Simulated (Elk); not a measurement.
# Input and output of a self-consistent single point for Al₂Pt (Fm-3m, 3 atoms in the cell) (Elk)

Method: PBE, all-electron FP-LAPW, Elk's shipped species files, default APW+lo basis (Elk).

Input as run:

```
tasks
  0

xctype
  20

stype
  0

swidth
  0.00367493

maxscl
  100

avec
    0.0000000000    5.5017883235    5.5017883235
    5.5017883235    0.0000000000    5.5017883235
    5.5017883235    5.5017883235    0.0000000000

sppath
  './'

atoms
  2
  'Al.in'
  2
  0.2500000000  0.2500000000  0.2500000000    0.0 0.0 0.0
  0.7500000000  0.7500000000  0.7500000000    0.0 0.0 0.0
  'Pt.in'
  1
  0.0000000000  0.0000000000  0.0000000000    0.0 0.0 0.0

ngridk
  13 13 13
```

Output (repeated stretches shortened):

```
│ Elk code version 10.2.4 │

All units are atomic (Hartree, Bohr, etc.)

│ Ground-state run starting from atomic densities │

Lattice vectors :
   0.000000000       5.501788323       5.501788323
   5.501788323       0.000000000       5.501788323
   5.501788323       5.501788323       0.000000000

Unit cell volume      :    333.0746863
Brillouin zone volume :   0.7447285059

Muffin-tin inner radius fraction :   0.1000000000E-01

Nuclei treated as point charges

Species :    1 (Al)
 parameters loaded from : Al.in
 name : aluminium
 nuclear charge    :   -13.00000000
 electronic charge :    13.00000000
 atomic mass :    49184.33492
 muffin-tin radius :    2.074462920
 number of radial points in muffin-tin :    397
 atomic positions (lattice), magnetic fields (Cartesian) :
   1 :   0.25000000  0.25000000  0.25000000    0.00000000  0.00000000  0.00000000
   2 :  -0.25000000 -0.25000000 -0.25000000    0.00000000  0.00000000  0.00000000

Species :    2 (Pt)
 parameters loaded from : Pt.in
 name : platinum
 nuclear charge    :   -78.00000000
 electronic charge :    78.00000000
 atomic mass :    355605.4398
 muffin-tin radius :    2.640225534
 number of radial points in muffin-tin :    697
 atomic positions (lattice), magnetic fields (Cartesian) :
   1 :   0.00000000  0.00000000  0.00000000    0.00000000  0.00000000  0.00000000

Total number of atoms per unit cell :    3

Spin treatment :
 spin-unpolarised

Number of Bravais lattice symmetries :   48
Number of crystal symmetries         :   48
Crystal has inversion symmetry
Real symmetric eigensolver will be used

k-point grid :     13    13    13
k-point offset :    0.000000000       0.000000000       0.000000000
k-point set is reduced with full crystal symmetry group
Total number of k-points :       84

Muffin-tin radius times maximum |G+k| :    7.000000000
 using average radius
Maximum |G+k| for APW functions       :    3.093170095
Maximum (1/2)|G+k|²                   :    4.783850618
Maximum |G| for potential and density :    12.00000000
 potential will be trimmed for |G| > 2 gkmax
Constant for pseudocharge density :    8
Radial integration step length :    4

G-vector grid sizes :     30    30    30
Number of G-vectors :     9721

Maximum angular momentum used for
 APW functions                      :    8
 outer part of muffin-tin           :    6
 inner part of muffin-tin           :    1

Total nuclear charge    :   -104.0000000
Total core charge       :    56.00000000
Total valence charge    :    48.00000000
Total excess charge     :    0.000000000
Total electronic charge :    104.0000000

Effective Wigner radius, rₛ :   0.9144077389

Number of empty states         :   12
Total number of valence states :   36
Total number of core states    :   56

Total number of local-orbitals :   45

Exchange-correlation functional :     20     0     0
 Perdew-Burke-Ernzerhof, Phys. Rev. Lett. 77, 3865 (1996)
 gradient requirement :    1
 generalised gradient approximation (GGA)

Smearing type :    0
 Gaussian
Smearing width :   0.3674930000E-02
Effective electronic temperature (K) :    1160.451112

Mixing type :    3
 Broyden mixing, J. Phys. A: Math. Gen. 17, L317 (1984)

Kohn-Sham potential initialised from atomic data

│ Self-consistent loop started │
│ Loop number : 1 │
 total energy                :     -18911.8748792
│ Loop number : 2 │
 total energy                :     -18912.9439257
RMS change in Kohn-Sham potential (target) :   0.6280118268     (  0.1000000000E-05)
Absolute change in total energy (target)   :    1.069046502     (  0.1000000000E-03)
│ Loop number : 3 │
 total energy                :     -18912.3974006
RMS change in Kohn-Sham potential (target) :   0.6157203123     (  0.1000000000E-05)
Absolute change in total energy (target)   :   0.2792634913     (  0.1000000000E-03)
│ Loop number : 4 │
 total energy                :     -18923.7946569
RMS change in Kohn-Sham potential (target) :   0.2735041399     (  0.1000000000E-05)
Absolute change in total energy (target)   :    11.32744046     (  0.1000000000E-03)
│ Loop number : 5 │
 total energy                :     -18929.8001260
RMS change in Kohn-Sham potential (target) :   0.8683099899E-01 (  0.1000000000E-05)
Absolute change in total energy (target)   :    8.837329175     (  0.1000000000E-03)
│ Loop number : 6 │
 total energy                :     -18931.9718126
RMS change in Kohn-Sham potential (target) :   0.2196451938E-01 (  0.1000000000E-05)
Absolute change in total energy (target)   :    4.381018984     (  0.1000000000E-03)
│ Loop number : 7 │
 total energy                :     -18932.6739168
RMS change in Kohn-Sham potential (target) :   0.1532178862E-02 (  0.1000000000E-05)
Absolute change in total energy (target)   :    1.797358915     (  0.1000000000E-03)
│ Loop number : 8 │
 total energy                :     -18932.6619997
RMS change in Kohn-Sham potential (target) :   0.7970853085E-03 (  0.1000000000E-05)
Absolute change in total energy (target)   :   0.4374225688     (  0.1000000000E-03)
│ Loop number : 9 │
 total energy                :     -18932.6443709
RMS change in Kohn-Sham potential (target) :   0.3969005887E-04 (  0.1000000000E-05)
Absolute change in total energy (target)   :   0.9172689044E-01 (  0.1000000000E-03)
│ Loop number : 10 │
 total energy                :     -18932.6530570
RMS change in Kohn-Sham potential (target) :   0.3442777841E-04 (  0.1000000000E-05)
Absolute change in total energy (target)   :   0.3161780324E-01 (  0.1000000000E-03)
│ Loop number : 11 │
 total energy                :     -18932.6510588
RMS change in Kohn-Sham potential (target) :   0.1130766738E-04 (  0.1000000000E-05)
Absolute change in total energy (target)   :   0.5906252343E-02 (  0.1000000000E-03)
│ Loop number : 12 │
 total energy                :     -18932.6506355
RMS change in Kohn-Sham potential (target) :   0.3471348287E-05 (  0.1000000000E-05)
Absolute change in total energy (target)   :   0.1053275879E-02 (  0.1000000000E-03)
│ Loop number : 13 │
 total energy                :     -18932.6502455
RMS change in Kohn-Sham potential (target) :   0.1216348955E-05 (  0.1000000000E-05)
Absolute change in total energy (target)   :   0.1266819927E-03 (  0.1000000000E-03)
│ Loop number : 14 │
 total energy                :     -18932.6502111
RMS change in Kohn-Sham potential (target) :   0.3446466860E-06 (  0.1000000000E-05)
Absolute change in total energy (target)   :   0.6608978947E-04 (  0.1000000000E-03)
Convergence targets achieved

│ Loop number : 15 │

Energies :
 Fermi                       :     0.296206069432
 sum of eigenvalues          :     -11597.8666740
 electron kinetic            :      21596.3468595
 core electron kinetic       :      20647.7050318
 Coulomb                     :     -40134.1350250
 Coulomb potential           :     -32678.3090032
 nuclear-nuclear             :     -1268.60530131
 electron-nuclear            :     -45052.7504441
 Hartree                     :      6187.22072048
 Madelung                    :     -23794.9805234
 xc potential                :     -515.904530282
 exchange                    :     -389.090052155
 correlation                 :     -5.77197012460
 total energy                :     -18932.6501878

Density of states at Fermi energy :    26.09833199
 (states/Hartree/unit cell)

Estimated indirect band gap :   0.1393655049E-02
 from k-point     10 to k-point     28
Estimated direct band gap   :   0.4192093167E-02
 at k-point     32

Charges :
 core                        :    56.00000000
 valence                     :    48.00000000
 interstitial                :    4.473232901
 muffin-tins (core leakage)
  species :    1 (Al)
   atom    1                 :    11.05650862     (  0.9286979015E-03)
   atom    2                 :    11.05650862     (  0.9286979015E-03)
  species :    2 (Pt)
   atom    1                 :    77.41374985     (  0.3804398157E-03)
 total in muffin-tins        :    99.52676710
 total calculated charge     :    103.9794639
 total charge                :    104.0000000
 error                       :   0.2053613964E-01

│ Self-consistent loop stopped │
```

The run converged in 15 iterations. The count includes the last loop, which Elk runs after its targets are met.

The starting cell comes from a database of computed structures (which also holds hypothetical and non-ambient phases and stackings), without a prior relaxation at this level. Its lattice was rescaled by a random factor within 2.5 % of one. Spin-orbit coupling is off. Spin polarisation is off. Values depend on the basis (sphere radii, cutoffs, local orbitals), which need not be converged. The log's line on a gap gives a spacing of levels on this mesh, which the program prints for metals too.

Cost on one core of a shared machine: roughly 50 s.
